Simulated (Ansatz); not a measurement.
# Zone-centre phonon calculation of GePd (Pm-3m, 2 atoms in the cell) at several settings

```
GePd
1.0
    3.05674     0.00000     0.00000
    0.00000     3.05674     0.00000
    0.00000     0.00000     3.05674
Pd Ge
1 1
Cartesian
  0.00000   0.00000   0.00000
  1.52837   1.52837   1.52837
```

Base: PBE in Ansatz (an electronic-structure program). Its settings: basis.ecutwfc = 420 eV; kpoints.mp_grid.grid = 6 6 6; hamiltonian.xc = pbe; hamiltonian.pseudopotentials = {kind: paw} (the program's default PAW files); scf.occupations.method = cold; scf.occupations.width = 0.2 eV. Starting volume 14.28 Å³ per atom.

Each line gives the change from the base single point and the result:

- kpoints.mp_grid.grid: 6 6 6 → 3 3 3; phonons.method: default → dfpt: zone-centre frequencies (cm⁻¹; negative means imaginary) 0, 0, 0, 182, 182, 182.
- phonons.method: default → dfpt: zone-centre frequencies (cm⁻¹; negative means imaginary) 0, 0, 0, 153, 153, 153.

The starting cell was generated: these elements placed on a structure prototype, without a prior relaxation; it need not be a known phase or ordering of this composition. Its lattice was rescaled by a random factor within 2.5 % of one. Spin polarisation is off. In the base run, with a pressure of about 17 GPa the cell is away from its equilibrium volume at this level. Without a gap this mesh is coarse (it stands for a supercell whose shortest vector is 18 Å).

Frequencies and response belong to this unrelaxed cell, and polar modes hold no LO-TO splitting.

Keys are those of Ansatz 0.2.
